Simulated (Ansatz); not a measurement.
# Short convergence ladders for LiHF2 (R-3m, 4 atoms in the cell)

```xyz
4
Lattice="1.4626 0.8444 4.3536 -1.4626 0.8444 4.3536 0.0000 -1.6888 4.3536" Properties=species:S:1:pos:R:3 pbc="T T T"
Li     0.0000     0.0000     0.0000
H      0.0000     0.0000     6.5304
F      0.0000     0.0000     5.3981
F      0.0000     0.0000     7.6627
```

Base method: LDA (PW92), default PAW files made with PBE (plane waves; Ansatz, a first-principles code).

Base settings: basis.ecutwfc = 420 eV; kpoints.mp_grid.grid = 10 10 10; hamiltonian.xc = lda; hamiltonian.pseudopotentials = {kind: paw} (the program's default PAW files); scf.occupations.method = fixed.

The count of work is k-points × plane waves × bands × iterations; it is no time. Core times come from one kind of shared machine, to one figure; runs under 30 s give none.

**Zone-centre phonons against the SCF threshold**

In this ladder: phonons.method = dfpt; phonons.dielectric = true; phonons.rigid_motions = translations.

The mesh stays at the base's, so the ladder's end is converged at best in this setting alone.

Only quantities that move along the ladder and can be compared are tabulated.

ε∞ and Born charges come from denser meshes that the program picks itself.

```tsv
scf.convergence.dr2_threshold	largest Born charge (mean of the diagonal) (e)	core time / last (rough)
0.001 eV	1.102	1
1e-05 eV	1.067	1
1e-07 eV	1.067	1
1e-09 eV	1.067	2
1e-11 eV	1.067	1
```

Coarsest scf.convergence.dr2_threshold that holds the largest Born charge (mean of the diagonal) within 0.005 e of the last step, with all finer ones: 1e-05 eV; the step before is off by 0.035 e.

**The size of the supercell around a displaced atom**

On LiHF₂ (R-3m, 4 atoms in the cell), and larger cells.

In this ladder: scf.occupations.method = fermi_dirac; scf.occupations.width = 0.05 eV.

Steps: 1 x 1 x 1 supercell, one F atom moved by 0.02 angstrom along z; 2 x 1 x 1 supercell, one F atom moved by 0.02 angstrom along z; and so on, with the mesh thinned in proportion.

Only quantities that move along the ladder and can be compared are tabulated.

```tsv
atoms	largest change of a force by the displacement (eV/Å)	count of work / last	core time / last (rough)
4	0.3968	0.012	–
8	0.3988	0.057	–
16	0.4042	0.13	0.10
32	0.4220	0.14	0.07
72	0.4201	1.0	1
```

Smallest size that holds the largest change of a force by the displacement within 0.005 eV/Å of the last step, with all finer ones: 32, at 0.14 of the last step's count of work and about 0.07 of the last step's time; the step before is off by 0.016 eV/Å.

On the base run: the starting cell comes from a database of computed structures (which also holds hypothetical and non-ambient phases and stackings), without a prior relaxation at this level. Its lattice was rescaled by up to half a per cent.

Keys are those of Ansatz 0.2.
